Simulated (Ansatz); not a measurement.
Consider Nb in the bcc (W type) structure (space group Im-3m, No. 229; a = 3.273 Å; relaxed with 0.1 eV smearing). Axes: x, y, z lie along the cube axes.

All numbers come from DFT with PBEsol, PAW potentials and a 420 eV plane-wave cutoff in Ansatz (a program for electronic structure), scalar-relativistic without spin-orbit coupling, earlier PAW set.

Before the change:

```
Quantity           Result
---------------  --------
Volume per atom  17.53 Å³
```

Modification: biaxial strain −0.59 %, plane normal [001], relaxed out of plane (Cartesian); in-plane vectors clamped, the third vector and the atoms free.

### Question
What happens to the in-plane stress?

### Answer
The mean in-plane stress (compression positive) comes out as +1.5 GPa.

### Question
What happens to the energy relative to the base?

### Answer
The energy rises by 1.0 meV/atom.

### Question
What does the calculation give for the volume per atom after the change?

### Answer
The volume per atom falls by 0.10 Å³ (17.53 Å³ → 17.43 Å³).

Whether these cells are dynamically stable was not tested. The final runs are not spin-polarised.
